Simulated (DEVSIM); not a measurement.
Device: Schottky contact on n-type GaAs, at 250 K.

```csv
layer (left to right),material,thickness (μm),Nd (cm⁻³),τn (s),τp (s)
1,GaAs,17.0,1e16,4.1e-9,4.1e-9
```

Left contact: Schottky, work function 4.68 eV, emission velocity 2.1e6 cm/s. Right contact: ohmic. Voltage is applied to the left contact. Recombination: SRH at mid-gap, Auger. Mobility is constant in doping.

This is a model device: material constants are rounded textbook-type values typed into the input, and sizes, dopings and lifetimes were drawn at random. Values at 300 K; Nc and Nv go as T^1.5, mobilities as T to minus their exponent, the gap by Varshni's rule with the affinity fixed.

```csv
parameter,GaAs
gap (eV),1.424
affinity (eV),4.07
permittivity,12.9
Nc (cm⁻³),4.7e17
Nv (cm⁻³),9e18
μn (cm²/Vs),8500
μp (cm²/Vs),400
T exponent of μn,2.1
T exponent of μp,2.2
Cn (cm⁶/s),1e-30
Cp (cm⁶/s),1e-30
Varshni α (eV/K),0.000541
Varshni β (K),204
```

Simulated with DEVSIM: 1D drift-diffusion, Boltzmann statistics, complete ionisation; no tunnelling, impact ionisation, image-force lowering or self-heating. Metal contacts follow the ideal Schottky-Mott rule: no Fermi-level pinning, no interface dipoles.

Question: Tabulate band edges, carrier densities and field at -5.0 V on the left contact.

Answer: Energies count from the Fermi level of the right contact; mesh points crowd at the junctions.

```
x (μm)   Ec (eV)  Ev (eV)  n (cm⁻³)  p (cm⁻³)  field (V/cm)
-------  -------  -------  --------  --------  ------------
0.000      5.610    4.164       240       110       -120000
0.01679    5.403    3.957       250     < 1e2       -120000
0.04252    5.094    3.648       260     < 1e2       -120000
0.08897    4.559    3.113       270     < 1e2       -110000
0.2018     3.387    1.940       320     < 1e2        -96000
0.3440     2.162    0.716       400     < 1e2        -76000
0.6007     0.671   -0.775     12000     < 1e2        -40000
1.224      0.077   -1.369    1.0e16     < 1e2           ≈ 0
2.010      0.077   -1.369    1.0e16     < 1e2           ≈ 0
3.429      0.077   -1.369    1.0e16     < 1e2           ≈ 0
5.603      0.077   -1.369    1.0e16     < 1e2           ≈ 0
10.35      0.077   -1.369    1.0e16     < 1e2           ≈ 0
13.09      0.077   -1.369    1.0e16     < 1e2           ≈ 0
14.71      0.077   -1.369    1.0e16     < 1e2           ≈ 0
15.82      0.077   -1.369    1.0e16     < 1e2           ≈ 0
16.31      0.077   -1.369    1.0e16     < 1e2           ≈ 0
16.61      0.077   -1.369    1.0e16     < 1e2           ≈ 0
16.77      0.077   -1.369    1.0e16     < 1e2           ≈ 0
16.89      0.077   -1.369    1.0e16     < 1e2           ≈ 0
16.95      0.077   -1.369    1.0e16     < 1e2           ≈ 0
16.98      0.077   -1.369    1.0e16     < 1e2           ≈ 0
17.00      0.077   -1.369    1.0e16     < 1e2           ≈ 0
```
